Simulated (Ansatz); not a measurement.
GdBr₃ (C2/m, No. 12), treated with LDA (Ansatz, a quantum-chemistry and plane-wave program, plane waves, PAW).

Run with plane-wave cutoff 500 eV, 8×8×6 k mesh (along the axes of the cell as run), gaussian smearing 0.02 eV, spin-polarised start, scalar-relativistic PAW data made under PBE.

Cell (relaxed at this level):

```
GdBr3
1.0
    3.52586    -6.08203    -0.02056
    3.52586     6.08203    -0.02056
   -2.30752     0.00000     6.16568
Gd Br
2 6
Direct
  0.83361   0.16639   0.00000
  0.16639   0.83361   0.00000
  0.76942   0.76942   0.73749
  0.23058   0.23058   0.26251
  0.58438   0.93232   0.25332
  0.41562   0.06768   0.74668
  0.06768   0.41562   0.74668
  0.93232   0.58438   0.25332
```

Q: Estimate the band gap that the calculation returns.

A: 
band gap: 1.91 eV (on the SCF k mesh)

Note: the magnetic order was assumed, not searched for or taken from measurement; the relaxation could not lower the start's symmetry, so the cell can be a saddle point above a distorted one; the 4f shell is treated without U or exact exchange, so its levels and filling can be wrong; the volume lies 9 % below that of the published cell.

Spin–orbit coupling is not included.

Computed values are for the static lattice.

The result took around 30 core-minutes (rough).
